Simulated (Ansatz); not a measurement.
Base system: GaSb in the zinc blende structure (space group F-43m, No. 216; a = 6.112 Å). Axes: x, y, z lie along the cube axes.

Computed with PBEsol in Ansatz (plane waves to 420 eV, PAW, no spin-orbit coupling), earlier PAW set.

Strains are applied to the cell and any free atomic positions relax.

One change was made to it. Results:

```tsv
quantity	base	after
energy relative to the base (free energy F)	0 meV/atom	+11 meV/atom
pressure (mean of the normal stresses, compression positive)	0.0 GPa	-1.7 GPa
```

What was done to the base?
(A) isotropic strain +0.68 %
(B) isotropic strain −3.83 %
(C) strain tensor (xx, yy, zz, yz, xz, xy) = (−0.12, +0.82, +2.96, +1.21, −0.63, +0.58) %
(D) uniaxial strain ε_yy = +2.17 %

C, strain tensor (xx, yy, zz, yz, xz, xy) = (−0.12, +0.82, +2.96, +1.21, −0.63, +0.58) %. For comparison, the energy relative to the base in the other runs: isotropic strain −3.83 % gives +70 meV/atom; isotropic strain +0.68 % gives +1.9 meV/atom; uniaxial strain ε_yy = +2.17 % gives +3.3 meV/atom.

Stability against distortions was not tested. All final runs are without spin polarisation.

Ansatz is a quantum-chemistry and plane-wave program.
